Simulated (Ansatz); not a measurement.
Structures of equal composition on the (111) surface of fcc Ni, ferromagnetic: a layer of Ir in place of the second plane; a layer of Ir in place of the third plane. The slabs share one bottom face, and each structure is named by its start. These are constructed structures in small cells; real faces may alloy, dewet or reconstruct in larger ones, and not all known structures of the face are among them. Slabs of about 10 Å with all that they carry, Fermi-Dirac smearing of 0.1 eV. Bottom of the slabs: a bare face, its two planes held. Relaxed from the named starts with such symmetry as they have, on meshes of like density; energies extrapolated to zero smearing; no spin-orbit coupling, no U. Spin-polarised runs, if any, are marked in brackets, and their order is one that fits the cell; the others ran without spin. Where a second, spin-polarised start was run, the lower counts.

Calculation: PBE (plane waves to 420 eV, PAW; Ansatz, a program for electronic structure).

Task: Rank these by energy per 1x1 cell (lowest first), as PBE gives it.

Result: a layer of Ir in place of the third plane (0.000 eV [spin, 3.3 μB a cell]), a layer of Ir in place of the second plane (0.075 eV [spin, 3.2 μB a cell])
